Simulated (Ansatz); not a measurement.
The starting structures come from a database of crystals and need not be the phases stable at ambient conditions.

Consider the following.

```
CELL_PARAMETERS angstrom
      3.58120     0.00000     0.00000
     -1.79060     3.10141     0.00000
      1.79060    -1.03380     2.98371
ATOMIC_POSITIONS crystal
  Be 0.00000 0.00000 0.00000
  Se 0.25000 0.75000 0.25000
```

The cell is strained (lengths across the current scaled by 0.98, ions clamped); by PBEsol it stands under a pressure of 1.5 GPa.

Transport runs along the normal of the first two printed cell vectors, the (111) (indices of the unstrained crystal) plane of the conventional cell.

No gap correction and no spin-orbit coupling; mid-gap is the computed energy nearest the middle.

Question: State the band gap and the smallest decay constant κ at mid-gap according to PBEsol run with Ansatz (an electronic-structure program).

Answer: Gap 2.39 eV on a 10×10×10 mesh; κ = 0.177 1/Å, at the zone centre.
